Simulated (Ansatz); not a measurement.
Take CsPbBr$_{3}$ (space group R3m, No. 160; a = 8.261 Å, c = 10.338 Å (hexagonal axes); a hypothetical phase, not in the database extracts checked) as the base. Axes: x lies along a and z along c of the hexagonal cell.

Now apply this change: uniaxial stress, 2 GPa compression along x; all other stress components relax to zero.

Levels (all Ansatz, a first-principles code, PAW): PBEsol (420 eV, without spin-orbit coupling); r2SCAN (500 eV, spin-orbit coupling left out); HSE06 (420 eV, no spin-orbit coupling).

At the geometry relaxed with PBEsol, these levels gave the following band gaps, in shuffled order: (a) 1.33 eV, (b) 1.74 eV, (c) 2.00 eV.

Match each gap to its level.

(a) PBEsol; (b) r2SCAN; (c) HSE06.

Single points use the geometry relaxed with PBEsol. The hybrid gap comes from the SCF mesh plus the semilocal run's edge points and a few special points and is an upper bound. Spin-orbit coupling, missing from the scalar runs, can matter with Pb. Load acts through the strain it causes; cell and atoms are relaxed under it. Stability under load was not tested beyond the relaxation.
